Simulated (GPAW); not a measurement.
Band structure of Sn (I4_1/amd, 2 atoms in the cell).

```xyz
2
Lattice="-2.9150 2.9150 1.5900 2.9150 -2.9150 1.5900 2.9150 2.9150 -1.5900" Properties=species:S:1:pos:R:3 pbc="T T T"
Sn     2.9150     0.0000     0.7950
Sn     0.0000     0.0000     0.0000
```

Level of theory: PBE, GPAW PAW datasets PBE (gpaw-data 1.0.1) (plane waves; GPAW).

Settings: mode = pw; ecut = 550 eV; xc = PBE; kpts = 8 8 8; mesh shift (steps) = 0 0 0; occupations.name = methfessel-paxton; occupations.width = 0.1 eV; occupations.order = 0; nbands = -6; convergence.density = 1e-05 e/electron; symmetry.symmorphic = false; symmetry.tolerance = 0.0005; maxiter = 120; bandpath_npoints = 40.

The starting cell has typed, rounded lattice constants, without a prior relaxation at this level.

Levels in eV from the Fermi level, bands 11 to 18:
```
point      11     12     13     14     15    16    17    18
-----  ------  -----  -----  -----  -----  ----  ----  ----
Γ      -11.13  -3.56  -1.97  -1.97   3.00  6.28  6.28  6.87
X       -8.87  -8.87   0.61   0.61   1.63  1.63  6.04  6.04
M       -7.51  -7.51  -4.81  -4.81   5.05  5.05  9.47  9.47
Z       -6.45  -5.54  -3.04  -2.93  -2.93  3.15  5.60  5.60
P       -5.94  -5.94  -3.53  -3.53   3.61  3.61  4.00  4.00
N       -6.90  -5.39  -2.27  -1.69  -1.14  2.26  2.88  4.73
Z1      -6.45  -5.54  -3.04  -2.93  -2.93  3.15  5.60  5.60
```

Bands cross the Fermi level along this path, so the cell is metallic at this level.
